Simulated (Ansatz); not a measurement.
We consider RbCl (Pm-3m, No. 221, 2 atoms in the cell; start mp-23299; a measured phase of this formula has another space group), described by HSE06 in Ansatz (plane waves, PAW).

Numerical settings: plane-wave cutoff 500 eV, 6×6×6 k mesh, gaussian smearing 0.02 eV, scalar-relativistic PAW data made under PBE.

Cell (relaxed at this level):

RbCl is taken in the cubic space group Pm-3m (No. 221), the CsCl type structure, Pearson symbol cP2. Lattice parameters: a = b = c = 3.970 Å, α = β = γ = 90.00°. Rb on 1a has 8 Cl at 3.438 Å (cubic). Cl on 1b has 8 Rb at 3.438 Å (cubic). (Neighbours: up to the widest gap in distance over summed covalent radii, below 1.35, at either atom; cation-cation and far metal-metal contacts left out.)

Estimate the band gap that the calculation returns.


- band gap: 6.19 eV (on the SCF k mesh)

Note: the relaxation could not lower the start's symmetry, so the cell can be a saddle point above a distorted one.

Spin–orbit coupling is not included.

The computed numbers hold no vibrational or temperature effects.

Cost on a shared machine: around 5 core-minutes (rough).

A start named mp-… is a Materials Project structure, which need not be a measured phase.

Ansatz is a program for electronic structure.
